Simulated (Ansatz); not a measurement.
## Effect of B → Ag on BP

Take BP in the zinc blende structure (space group F-43m, No. 216; a = 4.5364 Å) as the base.

Now apply this change: every B is replaced by Ag, then cell and atoms are relaxed.

Computed with r2SCAN/PAW in Ansatz (a quantum-chemistry and plane-wave program), no spin-orbit coupling, earlier PAW set. Settings: 14×14×14 k-points, 0.05 eV Fermi–Dirac smearing, for the changed cell.

| quantity | base | changed | shift |
|---|---|---|---|
| density | 2.97 g/cm³ | 5.29 g/cm³ | +2.314 g/cm³ |
| lattice parameter a | 4.536 Å | 5.587 Å | +1.051 Å |
| space group | F-43m (No. 216) | F-43m (No. 216) | – |
| shortest interatomic distance | 1.964 Å | 2.419 Å | +0.455 Å |
| band gap | 1.41 eV | zero | – |

Final structure:

```yaml
crystal:
  lattice:
    - [0.00000, 2.79365, 2.79365]
    - [2.79365, 0.00000, 2.79365]
    - [2.79365, 2.79365, 0.00000]
  atoms:
    - { symbol: P, position: [0.25000, 0.25000, 0.25000] }
    - { symbol: Ag, position: [0.00000, 0.00000, 0.00000] }
```

Whether these cells are dynamically stable was not tested. As relaxed here, AgP is a hypothetical phase, not in the database extracts checked. The final runs are not spin-polarised.
